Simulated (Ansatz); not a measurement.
Consider HgS (space group P3_221, No. 154; a = 4.465 Å, c = 9.758 Å; made of chains).

(Cell as relaxed with PBE.)

Levels (all Ansatz, an electronic-structure program, PAW): PBE (420 eV, no SOC); PBEsol (420 eV, no spin-orbit coupling).

Each level relaxes its own structure.

```tsv
base	PBE	PBEsol
volume per atom	28.08 Å³	23.26 Å³
lattice parameter a	446.5 pm	413.9 pm
band gap	1.83 eV	1.23 eV
```

The change: cell and atoms relaxed at a pressure of 3 GPa.

```tsv
quantity	PBE	PBEsol
band gap	1.19 eV	0.90 eV
electron mass	0.40 mₑ along c, 1.2 mₑ across (at Γ)	0.39 mₑ along c, 1.2 mₑ across (at Γ)
volume per atom	23.29 Å³	21.30 Å³
```

PBE's band gap lies 0.29 eV above PBEsol's; PBE's volume per atom lies 1.995 Å³ above PBEsol's (9.4 %). Neither level is exact; PBEsol is the comparison here, not a measurement.

With Hg present, leaving out spin-orbit coupling can change the band edges. Load acts through the strain it causes; cell and atoms are relaxed under it. Masses are band curvatures over ±0.01 Å⁻¹ around the edge. No phonon test of stability was made. No dispersion term is included, though the crystal is made of layers, chains or molecules, so its spacings can come out too wide.
